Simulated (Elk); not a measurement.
**Worked example: self-consistent single point of Se (P3_121, 3 atoms in the cell) in Elk**

Method of the run: PBE, all-electron FP-LAPW, Elk's shipped species files, default APW+lo basis run with Elk.

This input was run:

```
tasks
  0

xctype
  20

rmtscf
  0.88

swidth
  0.000367493

maxscl
  100

avec
    4.1769488129   -7.2346875645    0.0000000000
    4.1769488129    7.2346875645    0.0000000000
    0.0000000000    0.0000000000    9.4626523910

atoms
  1
  'Se.in'
  3
  0.0000000000  0.2250000000  0.6666666667    0.0 0.0 0.0
  0.7750000000  0.7750000000  0.0000000000    0.0 0.0 0.0
  0.2250000000  0.0000000000  0.3333333333    0.0 0.0 0.0

ngridk
  6 6 5
```

Output, abridged:

```
│ Elk code version 10.2.4 │

All units are atomic (Hartree, Bohr, etc.)

│ Ground-state run starting from atomic densities │

Lattice vectors :
   4.176948813      -7.234687564       0.000000000
   4.176948813       7.234687564       0.000000000
   0.000000000       0.000000000       9.462652391

Unit cell volume      :    571.9022643
Brillouin zone volume :   0.4337283290

Muffin-tin inner radius fraction :   0.1000000000E-01

Nuclei treated as point charges

Species :    1 (Se)
 parameters loaded from : Se.in
 name : selenium
 nuclear charge    :   -34.00000000
 electronic charge :    34.00000000
 atomic mass :    143935.2748
 muffin-tin radius :    2.112000000
 number of radial points in muffin-tin :    497
 atomic positions (lattice), magnetic fields (Cartesian) :
   1 :   0.00000000  0.00000000  0.00000000    0.00000000  0.00000000  0.00000000
   2 :   0.77500000  0.55000000  0.33333333    0.00000000  0.00000000  0.00000000
   3 :   0.22500000  0.77500000  0.66666667    0.00000000  0.00000000  0.00000000

Total number of atoms per unit cell :    3

Spin treatment :
 spin-unpolarised

Number of Bravais lattice symmetries :   24
Number of crystal symmetries         :    6
Crystal has no inversion symmetry
Complex Hermitian eigensolver will be used

k-point grid :      6     6     5
k-point offset :    0.000000000       0.000000000       0.000000000
k-point set is reduced with full crystal symmetry group
Total number of k-points :       38

Muffin-tin radius times maximum |G+k| :    7.000000000
 using average radius
Maximum |G+k| for APW functions       :    3.314393939
Maximum (1/2)|G+k|²                   :    5.492603593
Maximum |G| for potential and density :    12.00000000
 potential will be trimmed for |G| > 2 gkmax
Constant for pseudocharge density :    6
Radial integration step length :    4

G-vector grid sizes :     32    32    40
Number of G-vectors :    16621

Maximum angular momentum used for
 APW functions                      :    8
 outer part of muffin-tin           :    6
 inner part of muffin-tin           :    1

Total nuclear charge    :   -102.0000000
Total core charge       :    54.00000000
Total valence charge    :    48.00000000
Total excess charge     :    0.000000000
Total electronic charge :    102.0000000

Effective Wigner radius, rₛ :    1.102074647

Number of empty states         :   12
Total number of valence states :   36
Total number of core states    :   54

Total number of local-orbitals :   45

Exchange-correlation functional :     20     0     0
 Perdew-Burke-Ernzerhof, Phys. Rev. Lett. 77, 3865 (1996)
 gradient requirement :    1
 generalised gradient approximation (GGA)

Smearing type :    3
 Fermi-Dirac
Smearing width :   0.3674930000E-03
Effective electronic temperature (K) :    116.0451112

Mixing type :    3
 Broyden mixing, J. Phys. A: Math. Gen. 17, L317 (1984)

Kohn-Sham potential initialised from atomic data

│ Self-consistent loop started │
│ Loop number : 1 │
 total energy                :     -7297.11312790
│ Loop number : 2 │
 total energy                :     -7297.08938979
RMS change in Kohn-Sham potential (target) :   0.1554724132     (  0.1000000000E-05)
Absolute change in total energy (target)   :   0.2373811211E-01 (  0.1000000000E-03)
│ Loop number : 3 │
 total energy                :     -7295.77231675
RMS change in Kohn-Sham potential (target) :   0.1187622048     (  0.1000000000E-05)
Absolute change in total energy (target)   :    1.323007564     (  0.1000000000E-03)
│ Loop number : 4 │
 total energy                :     -7293.28264546
RMS change in Kohn-Sham potential (target) :   0.5532972701E-01 (  0.1000000000E-05)
Absolute change in total energy (target)   :    2.820423178     (  0.1000000000E-03)
│ Loop number : 5 │
 total energy                :     -7291.75168884
RMS change in Kohn-Sham potential (target) :   0.1794710783E-01 (  0.1000000000E-05)
Absolute change in total energy (target)   :    2.236062421     (  0.1000000000E-03)
│ Loop number : 6 │
 total energy                :     -7291.17336125
RMS change in Kohn-Sham potential (target) :   0.4558325651E-02 (  0.1000000000E-05)
Absolute change in total energy (target)   :    1.137343193     (  0.1000000000E-03)
│ Loop number : 7 │
 total energy                :     -7290.96628514
RMS change in Kohn-Sham potential (target) :   0.2125247255E-03 (  0.1000000000E-05)
Absolute change in total energy (target)   :   0.4914119033     (  0.1000000000E-03)
│ Loop number : 8 │
 total energy                :     -7290.95267715
RMS change in Kohn-Sham potential (target) :   0.1171838135E-03 (  0.1000000000E-05)
Absolute change in total energy (target)   :   0.1364609734     (  0.1000000000E-03)
│ Loop number : 9 │
 total energy                :     -7290.93973491
RMS change in Kohn-Sham potential (target) :   0.1240489524E-04 (  0.1000000000E-05)
Absolute change in total energy (target)   :   0.4705747452E-01 (  0.1000000000E-03)
│ Loop number : 10 │
 total energy                :     -7290.94087928
RMS change in Kohn-Sham potential (target) :   0.5133711860E-05 (  0.1000000000E-05)
Absolute change in total energy (target)   :   0.1062000686E-01 (  0.1000000000E-03)
│ Loop number : 11 │
 total energy                :     -7290.94146556
RMS change in Kohn-Sham potential (target) :   0.1721080453E-05 (  0.1000000000E-05)
Absolute change in total energy (target)   :   0.2068713736E-02 (  0.1000000000E-03)
│ Loop number : 12 │
 total energy                :     -7290.94146352
RMS change in Kohn-Sham potential (target) :   0.5207393060E-06 (  0.1000000000E-05)
Absolute change in total energy (target)   :   0.5192253229E-03 (  0.1000000000E-03)
│ Loop number : 13 │
 total energy                :     -7290.94144477
RMS change in Kohn-Sham potential (target) :   0.7288272055E-07 (  0.1000000000E-05)
Absolute change in total energy (target)   :   0.1485500470E-03 (  0.1000000000E-03)
│ Loop number : 14 │
 total energy                :     -7290.94144139
RMS change in Kohn-Sham potential (target) :   0.3200847093E-07 (  0.1000000000E-05)
Absolute change in total energy (target)   :   0.4052460918E-04 (  0.1000000000E-03)
Convergence targets achieved

│ Loop number : 15 │

Energies :
 Fermi                       :     0.139003789973
 sum of eigenvalues          :     -4227.43121555
 electron kinetic            :      7464.45216771
 core electron kinetic       :      6839.62575721
 Coulomb                     :     -14491.1166113
 Coulomb potential           :     -11348.1941181
 nuclear-nuclear             :     -722.723632040
 electron-nuclear            :     -16188.5918404
 Hartree                     :      2420.19886115
 Madelung                    :     -8817.01955226
 xc potential                :     -343.689265110
 exchange                    :     -259.332474580
 correlation                 :     -4.94452242104
 electron entropic           :    -0.817363280815E-12
 total energy                :     -7290.94144062

Density of states at Fermi energy :   0.2742848690E-06
 (states/Hartree/unit cell)

Estimated indirect band gap :   0.4896671518E-01
 from k-point     33 to k-point     25
Estimated direct band gap   :   0.5336540480E-01
 at k-point     38

Charges :
 core                        :    54.00000000
 valence                     :    48.00000000
 interstitial                :    7.450802110
 muffin-tins (core leakage)
  species :    1 (Se)
   atom    1                 :    31.51639930     (  0.3802390420E-03)
   atom    2                 :    31.51639930     (  0.3802390420E-03)
   atom    3                 :    31.51639930     (  0.3802390420E-03)
 total in muffin-tins        :    94.54919789
 total calculated charge     :    101.9720258
 total charge                :    102.0000000
 error                       :   0.2797423614E-01

│ Self-consistent loop stopped │
```

The run converged in 15 iterations. The count includes the last loop, which Elk runs after its targets are met.

The starting cell has typed, rounded lattice constants, without a prior relaxation at this level. Its lattice was rescaled by a random factor within 2.5 % of one. Values depend on the basis (sphere radii, cutoffs, local orbitals), which need not be converged.
